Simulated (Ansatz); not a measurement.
A periodic model of amorphous Hf$_{18}$O$_{36}$C:

```xyz
55
Lattice="8.9129 0.0000 0.0000 0.0000 8.9129 0.0000 0.0000 0.0000 8.9129" Properties=species:S:1:pos:R:3 pbc="T T T"
Hf     2.8234     7.3454     2.8183
Hf     5.5611     2.4236     6.5787
Hf     0.9761     4.4747     7.7825
Hf     0.1210     3.0320     4.7059
Hf     5.6802     8.1893     4.5377
Hf     3.7309     2.1027     3.5670
Hf     5.9960     4.7554     4.0866
Hf     0.0676     6.5790     5.3484
Hf     0.0406     0.2793     2.5184
Hf     5.6055     0.6408     1.3913
Hf     1.7379     0.4392     5.3984
Hf     4.3233     4.1240     1.0295
Hf     4.2827     7.0363     8.4187
Hf     2.6219     1.4833     8.8217
Hf     3.3704     5.7797     5.7119
Hf     7.6162     3.2024     1.8178
Hf     7.2601     6.0377     0.2593
Hf     8.4372     0.8060     7.8257
O      5.4081     5.3237     8.4628
O      4.6187     7.2629     6.4085
O      7.0002     6.5278     4.8538
O      2.1965     7.3475     4.9702
O      0.3552     8.2966     6.5831
O      0.9860     0.5163     0.4760
O      6.1861     7.7808     0.2681
O      4.0915     4.0677     3.1226
O      0.4055     2.4925     7.1588
O      3.6691     2.0640     1.5775
O      3.4696     6.1356     1.2663
O      2.6131     5.9411     7.5652
O      8.4573     6.0049     7.4094
O      1.0748     5.9653     3.2682
O      4.5974     4.1518     5.6709
O      7.5379     1.2941     0.7952
O      6.2395     4.9010     1.8648
O      8.4487     4.2461     0.3156
O      6.6985     0.8054     6.9191
O      2.1042     0.3838     3.2685
O      7.0385     3.3762     5.5990
O      0.3173     2.3994     2.6622
O      2.8815     0.9630     6.9592
O      1.1482     4.7767     5.6833
O      6.9415     8.7595     3.0315
O      8.5608     6.9076     1.6030
O      4.8415     1.1955     5.0582
O      4.5366     6.4465     3.9965
O      2.5032     3.5950     8.8321
O      8.7978     1.0286     4.6978
O      4.4614     8.7334     2.9515
O      2.1625     2.4563     4.7840
O      7.9473     4.3271     3.5467
O      3.8587     8.8105     0.3754
O      5.9391     2.3447     2.6397
O      5.1934     2.5902     8.5854
C      0.5187     7.0615     2.6902
```

Computed with PBE, scalar-relativistic without spin-orbit coupling (plane waves to 420 eV, PAW; Ansatz, a quantum-chemistry and plane-wave program).

Preparation: random packing, a CHGNet melt and quench, and a DFT relaxation. O atoms were pushed apart under 1.9 Å during the dynamics, to hinder bonds among them. The hot cell started wider than the set density and was brought back towards it in steps. It is the lowest in DFT energy of 2 quenches. It is a model cell: composition and starting density were chosen by hand, and all elements were melted together. No dispersion term was used. Its density started from a set value of 8.91 and ended at 8.91 g/cm³. The quench (nominally 380 K/ps over its main leg) was far faster than any real one, so the model tends to hold more defects than a real film. One small periodic cell is one sample of the glass; other quenches scatter about these values. The volume was held where the preparation left it, at a PBE pressure of -1.1 GPa (tension). Stress components on the final sampling reach 3.1 GPa. On a 2×2×2 Γ-centred mesh force components of up to 0.15 eV/Å stay, since the relaxation ran on the zone centre alone.

Bonds are counted up to Hf-Hf 3.34 Å, Hf-O 2.64 Å, Hf-C 2.51 Å, O-O 1.58 Å, O-C 1.70 Å, C-C 1.78 Å. Two cations that share two anions don't count as bonded, nor two that share one unless they lie closer than Hf-Hf 3.25 Å, Hf-C 2.44 Å, C-C 1.63 Å.

Q: Give the coordination numbers, mean bond lengths and angles.

A: 
- Mean coordination of Hf: 6.33 (3 with 5, 8 with 6, 5 with 7, 2 with 8)
- Mean coordination of O: 3.17 (2 with 2, 26 with 3, 8 with 4)
- Mean coordination of C: 4.00 (1 with 4)
- Mean Hf-O bond: 2.157 Å (spread 0.127 Å, 112 counted)
- Mean Hf-C close contact: 2.258 Å (spread 0.068 Å, 2 counted)
- Mean O-C bond: 1.380 Å (spread 0.021 Å, 2 counted)
- Bond angle at Hf: mean 101.9°, spread 29.2°
- Bond angle at O: mean 112.8°, spread 18.6°
- Bond angle at C: mean 109.8°, spread 28.9°

Q: List the pairs of like atoms that count as bonded by the rules above.

A: There are none by these rules.
